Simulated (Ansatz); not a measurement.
Take ZnSe in the zinc blende structure (space group F-43m, No. 216; a = 5.733 Å) as the base.

Method: DFT with PBE, PAW potentials and a 420 eV plane-wave cutoff in Ansatz (an electronic-structure program), no spin-orbit coupling, earlier PAW set.

Perturbation: every Zn is replaced by Cd, then cell and atoms are relaxed.

Measured band gap: ZnSe 2.87 eV (static lattice; corrected from measurement; as listed in Wei Chen et al., Physical Review Materials (2018)); CdSe 1.77 eV (0 K or low temperature; as listed in arXiv:1206.3780).

Measured lattice parameter a: ZnSe 5.6676 Å (room temperature; as listed in Martin Albrecht, Beate Paulus, Hermann Stoll, Phys. Rev. B (1997)); CdSe 6.077 Å (room temperature; as listed in arXiv:1206.3780).

How well does PBE reproduce the measured shift?

With PBE the band gap moves by -0.66 eV (1.15 → 0.49) against -1.10 eV measured; the lattice parameter a moves by +0.463 Å (5.733 → 6.196) against +0.409 Å measured. The two measured values stand on different bases (one corrected, one not), which blurs small differences.

No phonon test of stability was made.
